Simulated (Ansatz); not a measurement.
**Competing hops of interstitial Zn in zinc-blende GaP, charge state +2**

Consider interstitial Zn in zinc-blende GaP, charge state +2. All values below come from PBE, PAW (plane waves to 420 eV; Ansatz, an electronic-structure program).

Settings: 64 host sites, the relaxed PBE lattice, one k-point at (0.250, 0.250, 0.250), smearing 0.01 eV, spin-restricted, no image-charge correction. No zero-point or tunnelling terms. The charge state is imposed; whether it is stable for some Fermi level was not computed. Sites that were not tried may lie lower.

Barriers: single points on a 2×2×2 k-point mesh shifted by half a step at the bands' geometries.

```json
[
 {"Route": "one Zn atom jumps by itself", "Start site over the lowest site run (eV)": "0.00", "Hop (Å)": "2.37", "Forward barrier (eV)": "0.58", "Backward barrier (eV)": "0.03", "Neighbours at the start": "5 Ga at 2.86, Ga at 2.87; 4 P at 2.42 Å", "Neighbours at the saddle": "3 Ga at 2.53, Ga at 2.87; 2 P at 2.51, P at 2.52, P at 3.06, P at 3.07, P at 3.08 Å", "Saddle order": "not checked, on a symmetry element", "Forward, on the band's own sampling (eV)": "0.57"}
]
```

Paths come from nudged elastic bands with a climbing image.  A band can be held on a symmetry element, so unchecked saddle points there may be too high. A further band (one Zn atom jumps by itself, 3.89 Å) gave 0.62 eV forward on its own sampling, 0.62 eV above the lowest site run, but a shoulder points to a second hump between its images, so it is not taken as a result.

The whole set of runs took roughly 2.6 core-hours.
